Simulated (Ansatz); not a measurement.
## Habitual settings against a tight run: Nb₂SnC (P6_3/mmc, 8 atoms in the cell)

Self-consistent single point.

```yaml
crystal:
  lattice:
    - [3.34526, 0.00000, 0.00000]
    - [-1.67263, 2.89708, 0.00000]
    - [0.00000, 0.00000, 14.02884]
  atoms:
    - { symbol: Nb, position: [0.33333, 0.66667, 0.08332] }
    - { symbol: Nb, position: [0.66667, 0.33333, 0.91668] }
    - { symbol: Nb, position: [0.66667, 0.33333, 0.58332] }
    - { symbol: Nb, position: [0.33333, 0.66667, 0.41668] }
    - { symbol: Sn, position: [0.33333, 0.66667, 0.75000] }
    - { symbol: Sn, position: [0.66667, 0.33333, 0.25000] }
    - { symbol: C, position: [0.00000, 0.00000, 0.00000] }
    - { symbol: C, position: [0.00000, 0.00000, 0.50000] }
```

Computed with PBEsol, default PAW files made with PBE (plane waves; Ansatz, a first-principles code).

Base settings: basis.ecutwfc = 420 eV; kpoints.mp_grid.grid = 15 15 3; hamiltonian.xc = pbesol; hamiltonian.pseudopotentials = {kind: paw} (the program's default PAW files); scf.occupations.method = cold; scf.occupations.width = 0.2 eV.

Tight run (finer mesh or higher cutoff; not a proven limit): basis.ecutwfc: 420 eV → 590 eV; kpoints.mp_grid.grid: 15 15 3 → 21 21 5; scf.convergence.dr2_threshold: default (1e-07 eV) → 1e-09 eV. It gave Fermi level (on the code's own zero) 15.30 eV; pressure -15.34 GPa; largest force (vector length) 1.001 eV/Å.

Quick runs, as changes from the base:
- A: the base itself
- B: basis.ecutwfc: 420 eV → 295 eV; kpoints.mp_grid.grid: 15 15 3 → 4 4 4; hamiltonian.xc: pbesol → lda; scf.occupations.method: cold → fermi_dirac; scf.occupations.width: 0.2 eV → 0.5 eV; scf.convergence.dr2_threshold: default (1e-07 eV) → 0.0001 eV [LDA (PW92)]
- C: basis.ecutwfc: 420 eV → 210 eV; kpoints.mp_grid.grid: 15 15 3 → 8 8 8; hamiltonian.xc: pbesol → lda; scf.occupations.method: cold → methfessel_paxton; scf.occupations.width: 0.2 eV → 0.5 eV [LDA (PW92)]
- D: basis.ecutwfc: 420 eV → 335 eV; kpoints.mp_grid.grid: 15 15 3 → 6 6 6; hamiltonian.xc: pbesol → lda [LDA (PW92)]
- E: kpoints.mp_grid.grid: 15 15 3 → 4 4 4
- F: basis.ecutwfc: 420 eV → 250 eV; kpoints.mp_grid.grid: 15 15 3 → 6 6 6; hamiltonian.xc: pbesol → lda; scf.convergence.dr2_threshold: default (1e-07 eV) → 0.001 eV [LDA (PW92)]

Energies are extrapolated to zero smearing width, which holds to low order in the width alone.

Dashes: energy of B, C, D, F, another energy zero.

† marks runs with another functional, U, potentials or spin treatment: their distance from the tight run is not a convergence error alone.

The count of work is k-points × plane waves × bands × iterations; it is no time. 

Pressures in the table are Ansatz's without its Pulay estimate, at a fixed set of plane waves; the tight run's value above holds the estimate.

The starting cell comes from a database of computed structures (which also holds hypothetical and non-ambient phases and stackings), without a prior relaxation at this level. Its lattice was rescaled by a random factor within 2.5 % of one. Spin polarisation is off. In the base run, with a pressure of about -15 GPa the cell is away from its equilibrium volume at this level. In the base run, forces exceed 1 eV/Å.

| run | energy less tight (meV/atom) | pressure less tight (GPa) | largest miss in a force vector (eV/Å) | count of work / tight |
|---|---|---|---|---|
| A | 1.3 | -0.06 | 0.039 | 0.20 |
| B† | – | -5.81 | 0.044 | 0.026 |
| C† | – | -97.96 | 0.741 | 0.063 |
| D† | – | -4.38 | 0.033 | 0.070 |
| E | -22.3 | -0.16 | 0.383 | 0.044 |
| F† | – | -29.56 | 0.041 | 0.027 |

Among the runs at the tight run's level, the energy misses run from 1.3 to 22.3 meV/atom.

Keys are those of Ansatz 0.2.
